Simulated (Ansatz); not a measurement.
Migration barriers: O vacancy in monoclinic HfO2 with all lengths changed by -1 %, neutral cell

Consider O vacancy in monoclinic HfO2 with all lengths changed by -1 %, neutral cell. The numbers are results of PBE, PAW (plane waves to 420 eV; Ansatz, an electronic-structure program), not measurements.

96-site cell at the strained lattice (strain from the relaxed PBE one, atoms relaxed), the Γ point alone, smearing 0.01 eV, spin-restricted, no finite-size correction. Energies are static. Spin-orbit coupling is left out. The charge state is imposed; whether it is stable for some Fermi level was not computed. Forms of the defect that were not tried may lie lower.

Barriers: single points on a 2×2×2 k-point mesh shifted by half a step at the bands' geometries (they differ from the bands' own by up to 0.15 eV, and are uncertain by about as much).

```
Route                                                   Start site over the lowest site run (eV)  Hop (Å)  Forward barrier (eV)  Backward barrier (eV)                                                                       Neighbours at the start               Neighbours at the saddle                        Saddle order  Forward, on the band's own sampling (eV)
------------------------------------------------------  ----------------------------------------  -------  --------------------  ---------------------  --------------------------------------------------------------------------------------------  -------------------------------------  ----------------------------------  ----------------------------------------
one O atom jumps into the vacancy from a nearby O site                                      0.12     2.69                  1.71                   1.71                                    Hf at 2.05, Hf at 2.06, Hf at 2.11; O at 2.53, O at 2.56 Å   Hf at 1.98, Hf at 2.20, Hf at 2.34 Å                         not checked                                      1.66
one O atom jumps into the vacancy from a nearby O site                                      0.12     2.46                  2.45                   2.56  Hf at 2.13, Hf at 2.16, Hf at 2.17, Hf at 2.25; O at 2.54, O at 2.63, O at 2.66, O at 2.71 Å  2 Hf at 1.97, Hf at 2.35; O at 2.45 Å                         not checked                                      2.38
one O atom jumps into the vacancy from a nearby O site                                      0.00     2.43                  2.58                   2.58                       Hf at 2.10, 2 Hf at 2.18, Hf at 2.28; O at 2.52, O at 2.65, O at 2.66 Å                         2 Hf at 1.97 Å  not checked, on a symmetry element                                      2.43
```

Paths come from nudged elastic bands with a climbing image. Of the routes that converged and passed our checks, the lowest saddle point lies 1.83 eV above the lowest of the sites run (one O atom jumps into the vacancy from a nearby O site); other sites, such as split forms, and other routes may lie lower. A band can be held on a symmetry element, so unchecked saddle points there may be too high.

The whole set of runs took roughly 3 core-hours.
